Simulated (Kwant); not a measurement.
System: six-terminal Hall bar in a InAs two-dimensional gas. Effective mass 0.023 mₑ, grid spacing 5.8 nm, hard walls, nominal width 150 nm (25 grid rows, so walls 150.8 nm apart), one parabolic valley, scattering region 390 nm long along x; energies count from the band bottom; Fermi energy 0.024 eV. Four side probes 75 nm wide, two on each edge; current runs along x; the sign of the Hall resistance is a convention. Perpendicular field swept from 0.39735 to 8.1059 T, also in the leads; orbital effect alone.

Constants are typed, rounded textbook-type inputs, not results; the design itself was drawn at random and stands for no fabricated device.

Computed with Kwant: effective-mass tight-binding model on a square grid, one spin, coherent transport at 0 K. Resistances are in h/e².

Question: How many Landau levels lie under the Fermi energy, and what Hall resistance follows, at 24.0 meV and 2.10 T; 24.0 meV and 4.71 T; 24.0 meV and 5.36 T; 24.0 meV and 6.02 T?

Answer: ħωc = ħeB/m = 5.03 meV a tesla; levels lie at (n + ½)ħωc. E/ħωc = 2.28 gives 2 levels and h/(2e²) = 0.500; simulated 0.500. E/ħωc = 1.01 gives 1 level and h/(1e²) = 1.000; simulated 1.000. E/ħωc = 0.89 gives 1 level and h/(1e²) = 1.000; simulated 1.000. E/ħωc = 0.79 gives 1 level and h/(1e²) = 1.000; simulated 1.000.
